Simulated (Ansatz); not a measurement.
**BaTiO3: response to strain and stress**

Consider BaTiO₃ (space group P4mm, No. 99; a = 3.9723 Å, c = 4.1128 Å). Axes: x, y, z lie along a, b, c of the conventional cell.

Strains are applied to the cell and any free atomic positions relax; under biaxial strain the out-of-plane vector relaxes too; under stress the whole cell relaxes.

Calculations: Ansatz (a program for electronic structure) r2SCAN, no spin-orbit coupling.

Candidates:
(a) uniaxial stress, 1 GPa compression along z
(b) uniaxial stress, 3 GPa compression along x
(c) biaxial strain −0.74 %, plane normal [001], relaxed out of plane
(d) biaxial strain +2.06 %, plane normal [001], relaxed out of plane

For the base:

The smallest direct gap is 2.70 eV.

**Question.** Order them by smallest direct gap, highest first.

**Answer.** (c) biaxial strain −0.74 %, plane normal [001], relaxed out of plane (2.79 eV), (b) uniaxial stress, 3 GPa compression along x (2.76 eV), (a) uniaxial stress, 1 GPa compression along z (2.64 eV), (d) biaxial strain +2.06 %, plane normal [001], relaxed out of plane (2.49 eV)

Beyond what the load breaks, stability against distortions was not tested. The final runs are not spin-polarised.
